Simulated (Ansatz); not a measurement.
**Response to strain in Ir**

Consider Ir in the fcc (Cu type) structure (space group Fm-3m, No. 225; a = 3.8716 Å; relaxed with 0.1 eV smearing).

Strains are applied to the cell and any free atomic positions relax.

All numbers come from PBE, PAW, 420 eV (Ansatz, a first-principles code; no spin-orbit coupling).

Notes on the quantities. energy relative to the base: free energy F.

```csv
variant,energy relative to the base,volume per atom
base,0 meV/atom,14.51 Å³
isotropic strain −3.00 %,+144 meV/atom,13.24 Å³
isotropic strain −2.50 %,___,13.45 Å³
isotropic strain −1.50 %,+34 meV/atom,13.86 Å³
isotropic strain −1.00 %,+15 meV/atom,14.08 Å³
isotropic strain +0.50 %,+3.5 meV/atom,14.73 Å³
isotropic strain +1.00 %,___,14.95 Å³
isotropic strain +1.50 %,+30 meV/atom,15.17 Å³
isotropic strain +2.50 %,___,15.62 Å³
isotropic strain +3.00 %,___,15.85 Å³
```

Task: Some entries are withheld; estimate them.

Result: 
- isotropic strain −2.50 %, energy relative to the base: +98 meV/atom
- isotropic strain +1.00 %, energy relative to the base: +14 meV/atom
- isotropic strain +2.50 %, energy relative to the base: +80 meV/atom
- isotropic strain +3.00 %, energy relative to the base: +112 meV/atom

Stability against distortions was not tested. The final runs are not spin-polarised.
